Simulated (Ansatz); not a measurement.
We consider antifluorite K2S, described by PBE0-D3(BJ) (plane waves, PAW; Ansatz, a program for electronic structure).

Settings: plane-wave cutoff 460 eV, 6×6×6 k mesh, Fermi–Dirac smearing 0.01 eV, scalar-relativistic PAW data made under PBE.

Computed at the level's own relaxed cell.

```xyz
3
Lattice="0.0000 3.6388 3.6388 3.6388 0.0000 3.6388 3.6388 3.6388 0.0000" Properties=species:S:1:pos:R:3 pbc="T T T"
K      1.8194     1.8194     1.8194
K      5.4583     5.4583     5.4583
S      0.0000     0.0000     0.0000
```

Problem. List the 11 lowest band energies at Γ above −25 eV (eV, relative to the valence band maximum), grouping those that round alike.

Solution. At Γ: -13.73 (×3), -13.45 (×3), -10.69, -0.24 (×3), 4.16.

Note: the run warned that its exchange threshold was loose for the stress.
